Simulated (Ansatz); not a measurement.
Start from AlN (space group P4_2/mnm, No. 136; a = 5.330 Å, c = 3.122 Å; a hypothetical phase, not in the database extracts checked).

The values are results of PBE in Ansatz (plane waves to 420 eV, PAW, spin-orbit coupling left out), not measurements.

Base values:

c/a ratio: 0.586
Lattice parameter a: 5.330 Å

Perturbation: cell and atoms relaxed at a pressure of 10 GPa.

Q: What does the calculation give for the c/a ratio after the change?

A: The c/a ratio increases by 0.005, from 0.586 to 0.591.

Q: How does this affect the lattice parameter a?

A: The lattice parameter a decreases by 0.1052 Å to 5.224 Å.

Load acts through the strain it causes; cell and atoms are relaxed under it. Whether these cells are dynamically stable was not tested. No other phases were tried under pressure.

Ansatz is an electronic-structure program.
